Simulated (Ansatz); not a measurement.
L1₂ (Cu3Au-type) Ni3Al was calculated with r²SCAN (Ansatz, a first-principles code, plane waves, PAW).

Run with plane-wave cutoff 560 eV, 16×16×16 k mesh, Fermi–Dirac smearing 0.05 eV, spin-polarised with parallel moments, scalar-relativistic PAW data made under PBE.

Cell (relaxed at this level):

```
CELL_PARAMETERS angstrom
      3.52621     0.00000     0.00000
      0.00000     3.52621     0.00000
      0.00000     0.00000     3.52621
ATOMIC_POSITIONS crystal
  Al 0.00000 0.00000 0.00000
  Ni 0.00000 0.50000 0.50000
  Ni 0.50000 0.00000 0.50000
  Ni 0.50000 0.50000 0.00000
```
Starting moments (μB, in the order of the record's atoms Al Ni Ni Ni): 0.0 0.5 0.5 0.5.

Task: Predict the bulk modulus and pressure derivative B′ of the bulk modulus.

Result: 
* **bulk modulus**: 202 GPa
* **pressure derivative B′ of the bulk modulus**: 4.6

The run finds no gap.

Measured, for comparison: bulk modulus 174 GPa (temperature not stated, not corrected to a static lattice; as tabulated in Zarkevich et al. (2023), arXiv:2304.06869). Computed (rounded) less measured: bulk modulus +16 %.

Static lattice: no zero-point or thermal effects.
